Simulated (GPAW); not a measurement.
Input and output of a self-consistent single point for NbAs (I4_1md, 4 atoms in the cell) (GPAW).

Computed with PBE, GPAW PAW datasets PBE (gpaw-data 1.0.1) (plane waves; GPAW 25.7.0).

The change in words: lattice scaled by 0.98. Reference geometry:
```
NbAs
1.0
   -1.70848     1.70848     5.82059
    1.70848    -1.70848     5.82059
    1.70848     1.70848    -5.82059
Nb As
2 2
Direct
  0.74972   0.74972   0.00000
  0.49972   0.99972   0.50000
  0.16728   0.16728   0.00000
  0.91728   0.41728   0.50000
```

Reference input (self-consistent single point, DFT PBE, plane waves, GPAW PAW datasets PBE (gpaw-data 1.0.1)): mode = pw; ecut = 600 eV; xc = PBE; kpts = 8 8 8; mesh shift (steps) = 0 0 0; occupations.name = methfessel-paxton; occupations.width = 0.1 eV; occupations.order = 0; nbands = -8; convergence.forces = 0.001 eV/Å; symmetry.symmorphic = false; symmetry.tolerance = 0.0005. This run's input differs from it in these lines:

```diff
@@ -5,5 +5,5 @@
 atoms = Atoms(['Nb', 'Nb', 'As', 'As'],
-              cell=[[-1.708484, 1.708484, 5.820588],
-                    [1.708484, -1.708484, 5.820588],
-                    [1.708484, 1.708484, -5.820588]],
+              cell=[[-1.674314, 1.674314, 5.704176],
+                    [1.674314, -1.674314, 5.704176],
+                    [1.674314, 1.674314, -5.704176]],
               scaled_positions=[[0.749720, 0.749720, 0.000000],
```

Output, abridged:

```
     iter     time        total  log10-change:
                         energy   eigst   dens  force
iter:   1 --:--:--   -34.156363
iter:   2 --:--:--   -33.756206   -1.30  -1.10
iter:   3 --:--:--   -32.423236   -0.69  -1.13
iter:   4 --:--:--   -32.433816   -2.58  -1.43
iter:   5 --:--:--   -32.402295   -2.09  -1.46
iter:   6 --:--:--   -32.424619   -2.21  -2.14
iter:   7 --:--:--   -32.398921   -3.04  -2.23
iter:   8 --:--:--   -32.397299   -3.58  -2.58
iter:   9 --:--:--   -32.396934c  -4.39  -2.86
iter:  10 --:--:--   -32.396622c  -4.12  -3.01
iter:  11 --:--:--   -32.396628c  -5.24  -3.66
iter:  12 --:--:--   -32.396619c  -6.90  -3.90
iter:  13 --:--:--   -32.396615c  -5.91  -3.98
iter:  14 --:--:--   -32.396614c  -6.94  -3.98
iter:  15 --:--:--   -32.396614c  -6.43  -4.14c
iter:  16 --:--:--   -32.396612c  -6.48  -4.12c
iter:  17 --:--:--   -32.396613c  -7.28  -4.63c
iter:  18 --:--:--   -32.396612c  -8.26c -4.80c
iter:  19 --:--:--   -32.396612c -10.37c -5.11c -4.29c
Converged after 19 iterations.

Dipole moment: (-2.459030, 2.459030, 3.371232) |e|*Ang

Energy contributions relative to reference atoms: (reference = -330818.242778)

Kinetic:        +61.317025
Potential:      -61.868329
External:        +0.000000
XC:             -31.640949
Entropy (-ST):   -0.005285
Local:           -0.201717
SIC:             +0.000000
--------------------------
Free energy:    -32.399255
Extrapolated:   -32.396612

Showing only first 2 kpts
 Kpt  Band  Eigenvalues  Occupancy
  0    16     10.42469    2.00000
  0    17     10.42469    2.00000
  0    18     12.67933    0.00000
  0    19     13.32244    0.00000

  1    16     10.64032    2.00000
  1    17     10.72781    2.00000
  1    18     12.19460    0.00000
  1    19     12.56842    0.00000

Fermi level: 11.85416

No gap
No difference between direct/indirect transitions
Energy (eV): -32.396612

Forces in eV/Ang:
  0 Nb    0.00000    0.00000   -0.09011
  1 Nb    0.00000    0.00000   -0.09011
  2 As    0.00000    0.00000    0.09001
  3 As    0.00000    0.00000    0.09001

Stress tensor:
    -0.139344     0.000000     0.000000
     0.000000    -0.139344     0.000000
     0.000000     0.000000    -0.114964
Stress (GPa, Voigt): [-22.3254 -22.3254 -18.4192   0.       0.       0.    ]
```

The run converged in 19 iterations. GPAW prints stress with tension positive. Against the reference run the free energy rises by 86.9 meV/atom, the pressure goes from 7.44 to 21.02 GPa and the largest force goes from 0.055 to 0.090 eV/Å.

The starting cell comes from a database of computed structures (which also holds hypothetical and non-ambient phases and stackings), without a prior relaxation at this level. Its lattice was rescaled by a random factor within 2.5 % of one. For this run, on top of that: lattice scaled by 0.98. Spin polarisation is off. With a pressure of about 21 GPa the cell is away from its equilibrium volume at this level.

Cost on one core of a shared machine: roughly 4 min.
